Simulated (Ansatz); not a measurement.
**Se (space group P3_121, No. 152; made of chains)**

```cif
data_Se3
_chemical_formula_sum 'Se3'
_space_group_name_H-M_alt 'P3121'
_space_group_IT_number 152
_space_group_name_Hall 'P 31 2"'
_cell_length_a 4.50569
_cell_length_b 4.50569
_cell_length_c 4.99129
_cell_angle_alpha 90.000
_cell_angle_beta 90.000
_cell_angle_gamma 120.000
loop_
_atom_site_label
_atom_site_type_symbol
_atom_site_symmetry_multiplicity
_atom_site_Wyckoff_symbol
_atom_site_fract_x
_atom_site_fract_y
_atom_site_fract_z
_atom_site_occupancy
Se1 Se 3 b 0.78291 0.78291 0.50000 1
```

Method: DFT with r2SCAN, PAW potentials and a 500 eV plane-wave cutoff in Ansatz (a first-principles code), scalar-relativistic without spin-orbit coupling. k-mesh 9×9×7 (Γ-centred); smearing 0.05 eV (Fermi–Dirac).

The volume per atom is 29.25 Å³. The density comes out as 4.48 g/cm³ and the band gap is 1.33 eV, indirect, L → H. The electron mass is 0.18 mₑ along c, 0.43 mₑ across and the total energy is -5478.127 eV/atom (σ→0; compares only within this code and set-up).

Effective masses come from finite differences of ±0.01 Å⁻¹. Whether these cells are dynamically stable was not tested. No dispersion term is included, though the crystal is made of layers, chains or molecules, so its spacings can come out too wide.
